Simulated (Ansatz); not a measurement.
The parent structure is WP (space group Pnma, No. 62).

```xyz
8
Lattice="5.6890 0.0000 0.0000 0.0000 3.2251 0.0000 0.0000 0.0000 6.2237" Properties=species:S:1:pos:R:3 pbc="T T T"
P      1.8097     2.4188     3.5156
P      3.8792     0.8063     2.7081
P      1.0348     0.8063     0.4037
P      4.6542     2.4188     5.8200
W      5.6139     2.4188     1.9406
W      0.0751     0.8063     4.2831
W      2.9196     0.8063     5.0524
W      2.7694     2.4188     1.1713
```

Cartesian axes are those of the cell as printed.

Level of theory: DFT with PBEsol, PAW potentials and a 420 eV plane-wave cutoff in Ansatz (a quantum-chemistry and plane-wave program), no spin-orbit coupling.

Before the change:

The pressure is 0.0 GPa. The band gap comes out as zero.

Perturbation: strain tensor (xx, yy, zz, yz, xz, xy) = (+0.64, −0.47, +2.17, +0.63, −0.67, +0.64) %, atoms relaxed at fixed cell.

### Question
Predict the new largest internal atomic displacement.

### Answer
The largest internal atomic displacement is 0.018 Å.

### Question
Predict the new pressure.

### Answer
The pressure (mean of the normal stresses, compression positive) goes from zero to -6.2 GPa.

### Question
What does the calculation give for the energy relative to the base after the change?

### Answer
The energy goes up by 15 meV/atom.

### Question
Estimate the effect on the band gap.

### Answer
The band gap stays zero.

Without a gap, meshes like the base's 8×14×8 leave anisotropic stresses uncertain by several tenths of a GPa, and small strain energies with them. Whether these cells are dynamically stable was not tested. All final runs are without spin polarisation.
